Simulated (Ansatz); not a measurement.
Functionals compared on H on the 1x1 (100) surface of fcc Pt (the real clean face reconstructs), one in a 2x2 cell, started at the site 'bridge Pt-Pt (span 2.8 Å)', in Ansatz (plane waves, PAW). The structure was relaxed with PBE; the other rows are single points on it, each with its references at the same level. Cutoff 420 eV (500 eV for r2SCAN).

Set-up: 17 atoms, 5.8 Å thick at the start under the adsorbate (thin: gaps and levels are the slab's own); mesh 5x5x1; 0.1 eV smearing; dipole correction on; 8 atoms held, the rest relaxed; start symmetry kept, larger cells not searched; no spin, no spin-orbit, no U, no dispersion correction. At the end it is bonded to 2 Pt. In PBE it is, or lies within 0.03 eV of, the lowest of the starts that converged. These notes are the PBE run's. Adsorption energies are against ½ H2(g). A negative adsorption energy means that the adsorbate is more stable on the surface than in its reference.

| functional | adsorption energy (eV) | work function of the top face (eV) | change of the work function (eV) | rough cost of the single point |
|---|---|---|---|---|
| PBE | -0.61 | 5.63 | 0.00 | – |
| RPBE | -0.46 | 5.48 | 0.01 | very roughly 4 core-minutes |
| r2SCAN | ? | ? | ? | around 8 core-minutes (rough) |

Question: What belongs in the gaps?

Answer: 
- r2SCAN, adsorption energy (eV): -0.69
- r2SCAN, work function of the top face (eV): 5.72
- r2SCAN, change of the work function (eV): 0.01

Ansatz is a first-principles code.
